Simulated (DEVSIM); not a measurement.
Structure: Schottky contact on p-type Si, at 300 K.

```csv
layer (left to right),material,thickness (μm),Na (cm⁻³),τn (s),τp (s)
1,Si,0.580,5.7e16,9.8e-6,9.8e-6
```

Left contact: Schottky, work function 4.474 eV, emission velocity 3.4e6 cm/s. Right contact: ohmic. Voltage is applied to the left contact. Recombination: SRH at mid-gap. Mobility is μmin + (μ − μmin)/(1 + (N/Nref)^α).

Constants are typed, rounded textbook-type inputs, not results; the design itself was drawn at random and stands for no fabricated device. Values at 300 K. The table also holds parameters that only a changed run uses.

| parameter | Si |
|---|---|
| gap (eV) | 1.124 |
| affinity (eV) | 4.05 |
| permittivity | 11.7 |
| Nc (cm⁻³) | 2.86e19 |
| Nv (cm⁻³) | 3.1e19 |
| μn (cm²/Vs) | 1417 |
| μp (cm²/Vs) | 470 |
| μn,min | 52 |
| μp,min | 45 |
| Nref,n | 9.7e16 |
| Nref,p | 2.2e17 |
| αn | 0.68 |
| αp | 0.72 |
| Cn (cm⁶/s) | 2.8e-31 |
| Cp (cm⁶/s) | 9.9e-32 |

Simulated with DEVSIM: 1D drift-diffusion, Boltzmann statistics, complete ionisation; no tunnelling, impact ionisation, image-force lowering or self-heating. Metal contacts follow the ideal Schottky-Mott rule: no Fermi-level pinning, no interface dipoles.

Base results: dark forward voltage at 1 A/cm² (V) 0.274; largest field in the device at zero bias (V/cm) 95000; potential step across the device at zero bias (V) 0.537; dark forward voltage at 100 A/cm² (V) 0.396.

Q: What follows from this one change: metal work function 4.474 → 4.324 eV?

A: dark forward voltage at 1 A/cm² 0.274 → 0.424 V; largest field in the device at zero bias 95000 → 110000 V/cm; potential step across the device at zero bias 0.537 → 0.687 V; dark forward voltage at 100 A/cm² 0.396 → 0.546 V.

Q: What follows from this one change: metal work function 4.474 → 4.374 eV?

A: dark forward voltage at 1 A/cm² 0.274 → 0.374 V; largest field in the device at zero bias 95000 → 100000 V/cm; potential step across the device at zero bias 0.537 → 0.637 V; dark forward voltage at 100 A/cm² 0.396 → 0.496 V.

Q: What follows from this one change: doping Na of layer 1 5.7e+16 → 1.7e+17 cm^-3?

A: dark forward voltage at 1 A/cm² little changed (0.272 V); largest field in the device at zero bias 95000 → 170000 V/cm; potential step across the device at zero bias 0.537 → 0.565 V; dark forward voltage at 100 A/cm² little changed (0.393 V).
